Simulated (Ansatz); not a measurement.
```yaml
crystal:
  lattice:
    - [0.00000, -4.71254, -4.29119]
    - [0.00000, 4.71289, -4.29158]
    - [5.44148, -0.00017, 4.29139]
  atoms:
    - { symbol: Os, position: [0.58464, 0.41602, 0.25018] }
    - { symbol: Os, position: [0.20733, 0.54233, 0.99979] }
    - { symbol: Os, position: [0.70754, 0.04255, 0.00021] }
    - { symbol: Ru, position: [0.33402, 0.16583, 0.75031] }
    - { symbol: Os, position: [0.45758, 0.79263, 0.50000] }
    - { symbol: Os, position: [0.95739, 0.29224, 0.50000] }
    - { symbol: Ru, position: [0.08371, 0.91552, 0.24969] }
    - { symbol: Os, position: [0.83446, 0.66584, 0.74982] }
    - { symbol: Ru, position: [0.54124, 0.20922, 0.50000] }
    - { symbol: Ru, position: [0.16762, 0.33283, 0.24977] }
    - { symbol: Os, position: [0.66707, 0.83240, 0.25015] }
    - { symbol: Ru, position: [0.29102, 0.95913, 0.00000] }
    - { symbol: Ru, position: [0.41785, 0.58306, 0.75023] }
    - { symbol: Os, position: [0.91693, 0.08225, 0.74985] }
    - { symbol: Ru, position: [0.04057, 0.70902, 0.50000] }
    - { symbol: Ru, position: [0.79102, 0.45912, 0.00000] }
```

The mixing enthalpy is taken against the end members in the hexagonal close-packed type, relaxed in the same cell and mesh.

These are r2SCAN (plane waves to 500 eV, PAW; Ansatz, an electronic-structure program) values and carry that method's errors. No spin–orbit coupling; the runs are not spin-polarised. Its k-point mesh 6×6×6, Fermi–Dirac width 0.05 eV.

Problem. Give the composition and order of this alloy cell, and its volume, bond lengths and mixing enthalpy.

Solution. A 16-atom cell of (Ru,Os) started in the hexagonal close-packed structure, site fractions Ru 0.500, Os 0.500, short-range order 0.00 among the nearest mixed sites (0 is random, a negative value favours unlike neighbours), space group Cm at the end.
- volume per atom: 13.76 Å³
- Os–Ru bonds: 2.685 Å on average, from 2.650 to 2.734 (48)
- Os–Os bonds: 2.696 Å on average, from 2.657 to 2.737 (24)
- Ru–Ru bonds: 2.695 Å on average, from 2.652 to 2.735 (24)
- mixing enthalpy per site of the mixed sublattice: -9 meV
- departure of the mean lattice parameter from Vegard's line: under 0.15 %, inside the noise of the relaxations
